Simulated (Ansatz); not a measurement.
For BN (Cm, No. 8, 8 atoms in the cell; start mp-1599; a measured phase of this formula has another space group), LDA (Ansatz, a first-principles code, plane waves, PAW) gives:

- bulk modulus = 183 GPa
- cohesive energy = 7.89 eV/atom
- band gap = 1.38 eV

What does r²SCAN (Ansatz, PAW) give for the same quantities?


- bulk modulus: 185 GPa (hardly moves)
- cohesive energy: 6.73 eV/atom (falls by 1.16 eV/atom)
- band gap: 1.99 eV (rises by 0.61 eV)

Changes are worked out from the printed values.

Unless a cell is named, each level is at its own relaxed cell (LDA 8.72, r²SCAN 8.90 Å³/atom).

Density-functional gaps are differences of (generalised) Kohn–Sham levels.

Caveats: the bulk modulus is −V dP/dV from two relaxed cells at ±2 % in volume (LDA, r²SCAN); the relaxation could not lower the start's symmetry, so the cell can be a saddle point above a distorted one (LDA, r²SCAN). Ansatz's density-functional and Hartree–Fock values are scalar-relativistic unless marked +SOC, with PAW data made under PBE.

A start named mp-… is a Materials Project structure, which need not be a measured phase.
